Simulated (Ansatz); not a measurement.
The reference is SnTe in the rock salt structure (space group Fm-3m, No. 225; a = 6.370 Å). Axes: x, y, z lie along the cube axes.

Structures relaxed with r2SCAN (Ansatz, a program for electronic structure), spin-orbit coupling left out.

Base:

Simulated powder pattern, Cu Kα1, λ = 1.54056 Å (kinematic, ideal powder, no thermal factors, no anomalous dispersion; the 8 strongest lines at most, above 2 %, up to 2θ = 90°):

```csv
2θ (°),I/Imax (%),hkl
27.99,100,(200)
40.00,76,(220)
49.53,27,(222)
57.86,13,(400)
65.48,35,(420)
72.66,25,(422)
86.33,8.2,(440)
```

After one change:

Simulated powder pattern, Cu Kα1, λ = 1.54056 Å (kinematic, ideal powder, no thermal factors, no anomalous dispersion; the 8 strongest lines at most, above 2 %, up to 2θ = 90°):

```json
[
 {"2θ (°)": "28.00", "I/Imax (%)": "100"},
 {"2θ (°)": "39.41", "I/Imax (%)": "13"},
 {"2θ (°)": "40.01", "I/Imax (%)": "51"},
 {"2θ (°)": "40.61", "I/Imax (%)": "12"},
 {"2θ (°)": "49.04", "I/Imax (%)": "14"},
 {"2θ (°)": "50.04", "I/Imax (%)": "13"},
 {"2θ (°)": "65.49", "I/Imax (%)": "23"},
 {"2θ (°)": "71.88", "I/Imax (%)": "8.8"}
]
```

Question: Which change produced these results?
A) tensor shear ε_xy = +1.43 %
B) tensor shear ε_xy = +0.29 %
C) tensor shear ε_xy = +0.86 %
D) tensor shear ε_xy = +0.57 %

Answer: A, tensor shear ε_xy = +1.43 %. Its volume per atom is 32.30 Å³ against 32.30 Å³, and its space group is Immm (No. 71).

The cells carry an imposed strain or load. No phonon test of stability was made. The final runs are not spin-polarised.
